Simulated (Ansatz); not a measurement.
BaHfS3 (Pnma, No. 62; cell taken from a computed entry) was calculated with r²SCAN (Ansatz, a quantum-chemistry and plane-wave program, plane waves, PAW).

Numerical settings: plane-wave cutoff 560 eV, 6×4×6 k mesh (along the axes of the cell as run), Fermi–Dirac smearing 0.01 eV, scalar-relativistic PAW data made under PBE.

Cell (relaxed with PBEsol):

```yaml
crystal:
  lattice:
    - [7.00781, 0.00000, 0.00000]
    - [0.00000, 9.85695, 0.00000]
    - [0.00000, 0.00000, 6.90762]
  atoms:
    - { symbol: Ba, position: [0.54991, 0.25000, 0.48918] }
    - { symbol: Ba, position: [0.45009, 0.75000, 0.51082] }
    - { symbol: Ba, position: [0.95009, 0.75000, 0.98918] }
    - { symbol: Ba, position: [0.04991, 0.25000, 0.01082] }
    - { symbol: Hf, position: [0.50000, 0.00000, 0.00000] }
    - { symbol: Hf, position: [0.00000, 0.00000, 0.50000] }
    - { symbol: Hf, position: [0.00000, 0.50000, 0.50000] }
    - { symbol: Hf, position: [0.50000, 0.50000, 0.00000] }
    - { symbol: S, position: [0.49602, 0.25000, 0.93750] }
    - { symbol: S, position: [0.50398, 0.75000, 0.06250] }
    - { symbol: S, position: [0.00398, 0.75000, 0.43750] }
    - { symbol: S, position: [0.99602, 0.25000, 0.56250] }
    - { symbol: S, position: [0.71032, 0.96725, 0.71019] }
    - { symbol: S, position: [0.28968, 0.03275, 0.28981] }
    - { symbol: S, position: [0.78968, 0.03275, 0.21019] }
    - { symbol: S, position: [0.21032, 0.96725, 0.78981] }
    - { symbol: S, position: [0.21032, 0.53275, 0.78981] }
    - { symbol: S, position: [0.78968, 0.46725, 0.21019] }
    - { symbol: S, position: [0.28968, 0.46725, 0.28981] }
    - { symbol: S, position: [0.71032, 0.53275, 0.71019] }
```

Estimate the band gap that the calculation returns.


* **band gap**: 1.54 eV

Note: cell and atoms aren't relaxed at this level (largest force component 0.09 eV/Å, pressure 2.8 GPa).

Spin–orbit coupling is not included.

Static lattice: no zero-point or thermal effects.

The result took around 22 core-minutes (rough).
